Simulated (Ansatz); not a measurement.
Start from HfSi2 (space group Cmcm, No. 63; a = 3.650 Å, b = 14.350 Å, c = 3.635 Å). Axes: x, y, z lie along a, b, c of the conventional cell.

All numbers come from PBEsol (Ansatz, an electronic-structure program), no spin-orbit coupling.

For the base:

The pressure is 0.0 GPa and the band gap is zero. The shortest interatomic distance comes out as 2.412 Å.

One thing is altered: uniaxial strain ε_yy = +1.82 %, all other strain components held at zero; the atoms relax in the strained cell.

Task: Predict the new energy relative to the base.

Result: The energy rises by 3.1 meV/atom.

Task: Estimate the effect on the largest internal atomic displacement.

Result: The largest internal atomic displacement is 0.013 Å.

Task: Estimate the effect on the pressure.

Result: The pressure (mean of the normal stresses, compression positive) goes from zero to -2.1 GPa.

Task: What does the calculation give for the band gap after the change?

Result: The band gap is still zero.

Task: How does this affect the shortest interatomic distance?

Result: The shortest interatomic distance stays essentially unchanged (2.412 Å against 2.413 Å).

Without a gap, meshes like the base's 13×13×13 leave anisotropic stresses uncertain by several tenths of a GPa, and small strain energies with them. Stability against distortions was not tested. All final runs are without spin polarisation.
